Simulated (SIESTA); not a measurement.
Worked example: self-consistent single point of SnF3 (P1, 8 atoms in the cell) in SIESTA.

Level of theory: GGA PBEsol, numerical atomic orbitals DZP, PseudoDojo PBEsol standard norm-conserving potentials (rewritten from UPF to PSML) run with SIESTA.

The change in words: atoms moved at random. Reference geometry:
```xyz
8
Lattice="0.0000 4.3124 4.3124 4.3124 0.0000 4.3124 4.3124 4.3124 0.0000" Properties=species:S:1:pos:R:3 pbc="T T T"
Sn     4.3124     4.3124     4.3124
Sn     0.0000     0.0000     0.0000
F      4.3124     6.2806     4.3124
F      4.3124     2.3443     4.3124
F      2.3443     4.3124     4.3124
F      6.2806     4.3124     4.3124
F      4.3124     4.3124     6.2806
F      4.3124     4.3124     2.3443
```

Reference input (self-consistent single point, DFT, GGA PBEsol, numerical atomic orbitals DZP, PseudoDojo PBEsol standard norm-conserving potentials (rewritten from UPF to PSML)): XC.functional = GGA; XC.authors = PBEsol; potentials = PseudoDojo PBEsol standard; PAO.BasisSize = DZP; PAO.EnergyShift = 0.01 Ry; MeshCutoff = 400 Ry; kgrid.MonkhorstPack = 6 6 6; OccupationFunction = FD; ElectronicTemperature = 0.05 eV; MaxSCFIterations = 150; SCF.Mixer.Method = Pulay; SCF.Mixer.Weight = 0.1. This run's input differs from it in these lines:

```diff
@@ -18,10 +18,10 @@
 %block AtomicCoordinatesAndAtomicSpecies
-     8.149338088    8.149338088    8.149338088  1
-     0.000000000    0.000000000    0.000000000  1
-     8.149338088   11.868533004    8.149338088  2
-     8.149338088    4.430143171    8.149338088  2
-     4.430143171    8.149338088    8.149338088  2
-    11.868533004    8.149338088    8.149338088  2
-     8.149338088    8.149338088   11.868533004  2
-     8.149338088    8.149338088    4.430143171  2
+     8.134180319    8.074730898    8.368563432  1
+    -0.036712768   -0.023722723   -0.059750947  1
+     8.176540578   11.889370862    8.059442739  2
+     8.148262375    4.379380944    8.087949124  2
+     4.432653167    8.166541340    8.158587587  2
+    11.865599243    8.193246721    8.219927654  2
+     8.273925168    8.148034194   11.878263314  2
+     8.050910382    8.217776229    4.332383712  2
 %endblock AtomicCoordinatesAndAtomicSpecies
```

Log, with long lists cut:

```
        iscf     Eharris(eV)        E_KS(eV)     FreeEng(eV)     dDmax    Ef(eV) dHmax(eV)
   scf:    1    -8293.212622    -8287.953404    -8287.953404  1.596445 -4.023370  7.207508
   scf:    2    -8289.553186    -8288.787115    -8288.787115  0.030494 -4.034531  6.000490
   scf:    3    -8290.448323    -8289.948691    -8289.948691  0.105267 -4.229248  2.007464
   scf:    4    -8289.942635    -8289.981140    -8289.981140  0.078201 -5.151299  1.263396
   scf:    5    -8290.054572    -8290.023428    -8290.023428  0.013098 -4.760037  0.667412
   [... 4 lines left out ...]
   scf:   10    -8290.034918    -8290.034922    -8290.034922  0.000264 -4.781801  0.008705
   scf:   11    -8290.034924    -8290.034924    -8290.034924  0.000127 -4.782434  0.000673
   scf:   12    -8290.034924    -8290.034924    -8290.034924  0.000063 -4.782381  0.000156
   scf:   13    -8290.034924    -8290.034924    -8290.034924  0.000003 -4.782379  0.000113
SCF Convergence by DM+H criterion
max |DM_out - DM_in|         :     0.0000029477
max |H_out - H_in|      (eV) :     0.0001132698
SCF cycle converged after 13 iterations

Using DM_out to compute the final energy and forces

siesta: E_KS(eV) =            -8290.0349

siesta: E_KS - E_eggbox =     -8290.0349

siesta: Atomic forces (eV/Ang):
     1    0.028502    0.994593   -4.677803
     2    0.032108   -0.206582    1.025949
     3   -0.036656   -0.079580    0.142358
     4    0.009064   -0.533030    0.019845
     5   -0.624703   -0.024610    0.113214
     6    0.469673   -0.062640   -0.072079
     7    0.019869    0.036174    2.685890
     8    0.100251   -0.132649    0.776692
   Tot   -0.001893   -0.008323    0.014067
   Max    4.677803
   Res    1.168344    sqrt( Sum f_i^2 / 3N )
   Max    4.677803    constrained

   [... lines left out ...]
siesta: FreeEng =     -8290.034924
   [... lines left out ...]
siesta:    -0.012497    0.000251    0.000432
siesta:     0.000251   -0.005721   -0.002660
siesta:     0.000432   -0.002660   -0.022455

siesta: Cell volume =        160.398536 Ang**3

siesta: Pressure (static):
siesta:                Solid            Molecule  Units
siesta:           0.00014766          0.00009138  Ry/Bohr**3
siesta:           0.01355745          0.00839045  eV/Ang**3
siesta:          21.72143025         13.44297719  kBar
```

The run converged in 13 iterations. Against the reference run the free energy goes up by 38.4 meV/atom, the pressure stays near 2.17 GPa while the yy stress (positive for compression) goes from 2.27 to 0.92 GPa, the largest force goes from 0.668 to 4.782 eV/Å and the gap on the mesh goes from 2.805 to 2.454 eV.

The starting cell comes from a database of computed structures (which also holds hypothetical and non-ambient phases and stackings), without a prior relaxation at this level. Its lattice was rescaled by a random factor within 2.5 % of one. For this run, on top of that: atoms moved at random. Values carry the incompleteness of an atom-centred basis. Forces in this geometry exceed 1 eV/Å.

Cost on one core of a shared machine: roughly 40 s.
